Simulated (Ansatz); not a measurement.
# Au, response to strain

The parent structure is Au in the fcc (Cu type) structure (space group Fm-3m, No. 225; a = 4.083 Å; relaxed with 0.1 eV smearing). Axes: x, y, z lie along the cube axes.

Strains are applied to the cell and any free atomic positions relax.

Method: plane-wave PAW DFT at the PBEsol level (Ansatz, a first-principles code, 420 eV), no spin-orbit coupling.

Notes on the quantities. energy relative to the base: free energy F.

```json
[
 {"uniaxial strain ε_zz (%)": "-3", "energy relative to the base (meV/atom)": "10.0"},
 {"uniaxial strain ε_zz (%)": "-2.5", "energy relative to the base (meV/atom)": "6.9"},
 {"uniaxial strain ε_zz (%)": "-2", "energy relative to the base (meV/atom)": "4.3"},
 {"uniaxial strain ε_zz (%)": "-1.5", "energy relative to the base (meV/atom)": "2.4"},
 {"uniaxial strain ε_zz (%)": "-1", "energy relative to the base (meV/atom)": "?"},
 {"uniaxial strain ε_zz (%)": "-0.5", "energy relative to the base (meV/atom)": "0.3"},
 {"uniaxial strain ε_zz (%)": "0", "energy relative to the base (meV/atom)": "0.0"}
]
```

Q: Fit ΔE = Aε² + Bε³ (ε in %) to the rows shown and predict the withheld row.

A: Least squares on the printed values gives A = 1.02 and B = -0.029 meV/atom (largest residual 0.0 meV/atom); this predicts 1.1 meV/atom, and the run gives 1.1 meV/atom, in agreement.

Whether these cells are dynamically stable was not tested.
